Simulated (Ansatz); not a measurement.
For β-phase InSe (model structure), PBE-D4 (plane waves, PAW; Ansatz, an electronic-structure program) gives:

```
Property               Result
-------------------  --------
lattice parameter a   4.028 Å
lattice parameter c  16.733 Å
```

Problem. What does PBE0-D4 (plane waves, PAW; Ansatz) give for the same quantities?

Solution. 
- lattice constant a: 3.991 Å (decreases by 0.9 %)
- lattice parameter c: 16.652 Å (decreases by 0.5 %)

Changes are worked out from the printed values.

Unless a cell is named, each level is at its own relaxed cell (PBE-D4 29.39, PBE0-D4 28.71 Å³/atom).

Ansatz's density-functional and Hartree–Fock values are scalar-relativistic unless marked +SOC, with PAW data made under PBE.

A model structure was made by putting elements into a prototype or built by hand; it is no filed structure, need not be a known phase, and can be a saddle point held by its symmetry.
